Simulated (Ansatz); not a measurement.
Here is the system:

```xyz
2
Lattice="0.0000 3.0102 3.0102 3.0102 0.0000 3.0102 3.0102 3.0102 0.0000" Properties=species:S:1:pos:R:3 pbc="T T T"
Pb     0.0000     0.0000     0.0000
S      3.0102     3.0102     3.0102
```

No spin polarisation.

All numbers come from LDA/PAW in Ansatz (a quantum-chemistry and plane-wave program), no spin-orbit coupling. Γ-centred 10×10×10 mesh, Fermi–Dirac width 0.05 eV.

Task: Predict the band gap, width of the top valence band and pressure.

Result: The band gap is 0.38 eV. The width of the top valence band comes out as 3.11 eV and the pressure comes out as -4.74 GPa.

With Pb present, leaving out spin-orbit coupling can change the band edges. The cells carry an imposed strain or load. Whether these cells are dynamically stable was not tested. The cell was made from PbS in the rock salt structure (space group Fm-3m, No. 225) by this change: isotropic strain +3.00 %.
